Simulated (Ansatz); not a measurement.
The structure below was relaxed with Kohn–Sham DFT with the r2SCAN functional, run in Ansatz (a quantum-chemistry and plane-wave program) with PAW and 500 eV plane waves, no SOC.

```
AgP
1.0
    0.00000     2.79354     2.79354
    2.79354     0.00000     2.79354
    2.79354     2.79354     0.00000
P Ag
1 1
Cartesian
  1.39677   1.39677   1.39677
  0.00000   0.00000   0.00000
```

### Question
Find the space group and the Wyckoff positions.

### Answer
Space group F-43m (No. 216); a = 5.5871 Å, b = 5.5871 Å, c = 5.5871 Å, α = 90.00°, β = 90.00°, γ = 90.00°

```json
[
 {"atom": "P", "site": "4d", "symmetry": "-43m", "x": "0.7500", "y": "0.7500", "z": "0.7500"},
 {"atom": "Ag", "site": "4a", "symmetry": "-43m", "x": "0.0000", "y": "0.0000", "z": "0.0000"}
]
```

### Question
Describe the coordination.

### Answer
The crystal has 8 atoms in its conventional cell. Cell: a = b = c = 5.5871 Å, α = β = γ = 90.00°. P sees 4 Ag at 2.419 Å (tetrahedral). Ag has 4 P at 2.419 Å (tetrahedral). (Neighbours: up to the widest gap in distance over summed covalent radii, below 1.35, at either atom; cation-cation and far metal-metal contacts left out.)

No phonon test of stability was made. All final runs are without spin polarisation. The cell was made from GaP by this change: Ga → Ag; the result is a hypothetical phase, not in the database extracts checked.
